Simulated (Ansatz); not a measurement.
The starting structures come from a database of crystals and need not be the phases stable at ambient conditions.

Tunnelling through a barrier is set by its complex band structure: the current falls as exp(−2κd) with the smallest κ.

Given:

```
CELL_PARAMETERS angstrom
      4.19793     0.00000     0.00000
      2.09897     6.80674     0.00000
      2.09897     0.64725     3.57743
ATOMIC_POSITIONS crystal
  Cs 0.25788 0.22636 0.25788
  Cs 0.74212 0.77364 0.74212
  O  0.00000 0.00000 0.00000
```

Space group of this cell: R-3m. The cell is taken as given; by PBEsol its mean pressure is -1.0 GPa.

Transport runs along the normal of the first two printed cell vectors, the (101) plane of the conventional cell.

No gap correction and no spin-orbit coupling; mid-gap values are interpolated between computed energies.

Task: Give the band gap and the smallest decay constant κ at mid-gap that PBEsol (Ansatz, a quantum-chemistry and plane-wave program) yields.

Result: Gap 0.94 eV on a 8×8×8 mesh; κ = 0.176 1/Å, at the zone centre.
